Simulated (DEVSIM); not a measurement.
Device: W/Si3N4/SiO2/n-Si capacitor, at 400 K.

| layer (left to right) | material | thickness (nm) | Nd (cm⁻³) |
|---|---|---|---|
| 1 | Si3N4 | 18.0 | - |
| 2 | SiO2 | 0.590 | - |
| 3 | Si | 700 | 6.8e17 |

Metal gate on the left, work function 4.6 eV. Fixed charge at the semiconductor interface 3.9e11 cm⁻² (in units of +e); interface traps 3.8e10 cm⁻² eV⁻¹, uniform in energy, neutral level at 0.5 of the gap above the valence band.

This is a model device: material constants are rounded textbook-type values typed into the input, and sizes, dopings and lifetimes were drawn at random. Values at 300 K; Nc and Nv go as T^1.5, mobilities as T to minus their exponent, the gap by Varshni's rule with the affinity fixed.

| parameter | Si3N4 | SiO2 | Si |
|---|---|---|---|
| gap (eV) | 5.1 | 9 | 1.124 |
| affinity (eV) | 2.1 | 0.9 | 4.05 |
| permittivity | 7.5 | 3.9 | 11.7 |
| Nc (cm⁻³) | - | - | 2.86e19 |
| Nv (cm⁻³) | - | - | 3.1e19 |
| Varshni α (eV/K) | - | - | 0.000473 |
| Varshni β (K) | - | - | 636 |

DEVSIM, 1D Poisson equation in equilibrium, Boltzmann statistics, complete ionisation; no quantum confinement or tunnelling. Metal contacts follow the ideal Schottky-Mott rule: no Fermi-level pinning, no interface dipoles.

**Question.** Tabulate band edges, carrier densities and field at -1.0 V on the gate.

**Answer.** Energies count from the Fermi level of the right contact; mesh points crowd at the junctions.

| x (μm) | Ec (eV) | Ev (eV) | n (cm⁻³) | p (cm⁻³) | field (V/cm) |
|---|---|---|---|---|---|
| 0.000 | 3.500 | -1.600 | < 1e2 | < 1e2 | -530000 |
| 0.001220 | 3.436 | -1.664 | < 1e2 | < 1e2 | -530000 |
| 0.003552 | 3.313 | -1.787 | < 1e2 | < 1e2 | -530000 |
| 0.008008 | 3.078 | -2.022 | < 1e2 | < 1e2 | -530000 |
| 0.01439 | 2.743 | -2.357 | < 1e2 | < 1e2 | -530000 |
| 0.01675 | 2.618 | -2.482 | < 1e2 | < 1e2 | -530000 |
| 0.01798 | 2.553 | -2.547 | < 1e2 | < 1e2 | -700000 |
| 0.01863 | 0.542 | -0.554 | 6.5e12 | 4.9e12 | -280000 |
| 0.01996 | 0.506 | -0.590 | 1.8e13 | 1.7e12 | -260000 |
| 0.02275 | 0.437 | -0.660 | 1.4e14 | 2.3e11 | -230000 |
| 0.02862 | 0.318 | -0.778 | 4.3e15 | 7.4e9 | -170000 |
| 0.04725 | 0.158 | -0.938 | 4.5e17 | 7.2e7 | -23000 |
| 0.08015 | 0.144 | -0.953 | 6.8e17 | 4.7e7 | -87 |
| 0.1493 | 0.144 | -0.953 | 6.8e17 | 4.7e7 | ≈ 0 |
| 0.3686 | 0.144 | -0.953 | 6.8e17 | 4.7e7 | ≈ 0 |
| 0.5528 | 0.144 | -0.953 | 6.8e17 | 4.7e7 | ≈ 0 |
| 0.6403 | 0.144 | -0.953 | 6.8e17 | 4.7e7 | ≈ 0 |
| 0.6820 | 0.144 | -0.953 | 6.8e17 | 4.7e7 | ≈ 0 |
| 0.7060 | 0.144 | -0.953 | 6.8e17 | 4.7e7 | ≈ 0 |
| 0.7132 | 0.144 | -0.953 | 6.8e17 | 4.7e7 | ≈ 0 |
| 0.7167 | 0.144 | -0.953 | 6.8e17 | 4.7e7 | ≈ 0 |
| 0.7186 | 0.144 | -0.953 | 6.8e17 | 4.7e7 | ≈ 0 |
